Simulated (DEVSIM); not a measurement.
Device: abrupt Si p-n junction, at 400 K.

```tsv
layer (left to right)	material	thickness (μm)	Nd (cm⁻³)	Na (cm⁻³)	τn (s)	τp (s)
1	Si	1.50	-	1.3e18	0.0004	0.0004
2	Si	8.40	2.2e15	-	0.0004	0.0004
```

Left contact: ohmic. Right contact: ohmic. Voltage is applied to the left contact. Recombination: SRH at mid-gap, radiative. Mobility is constant in doping.

Constants are typed, rounded textbook-type inputs, not results; the design itself was drawn at random and stands for no fabricated device. Values at 300 K; Nc and Nv go as T^1.5, mobilities as T to minus their exponent, the gap by Varshni's rule with the affinity fixed.

```
parameter               Si
----------------  --------
gap (eV)             1.124
affinity (eV)         4.05
permittivity          11.7
Nc (cm⁻³)          2.86e19
Nv (cm⁻³)           3.1e19
μn (cm²/Vs)           1417
μp (cm²/Vs)            470
T exponent of μn       2.3
T exponent of μp       2.2
B (cm³/s)          4.7e-15
Varshni α (eV/K)  0.000473
Varshni β (K)          636
```

Simulated with DEVSIM: 1D drift-diffusion, Boltzmann statistics, complete ionisation; no tunnelling, impact ionisation, image-force lowering or self-heating.

Question: Give the small-signal capacitance in reverse bias (quasi-static).

Answer: 
```json
[
 {"V (V)": "-0.4", "C (nF/cm²)": "14.5"},
 {"V (V)": "-1", "C (nF/cm²)": "11.1"},
 {"V (V)": "-2", "C (nF/cm²)": "8.54"},
 {"V (V)": "-3", "C (nF/cm²)": "7.21"},
 {"V (V)": "-4", "C (nF/cm²)": "6.35"},
 {"V (V)": "-6", "C (nF/cm²)": "5.28"},
 {"V (V)": "-8", "C (nF/cm²)": "4.62"},
 {"V (V)": "-10", "C (nF/cm²)": "4.16"},
 {"V (V)": "-13", "C (nF/cm²)": "3.67"},
 {"V (V)": "-16", "C (nF/cm²)": "3.32"},
 {"V (V)": "-20", "C (nF/cm²)": "2.98"}
]
```
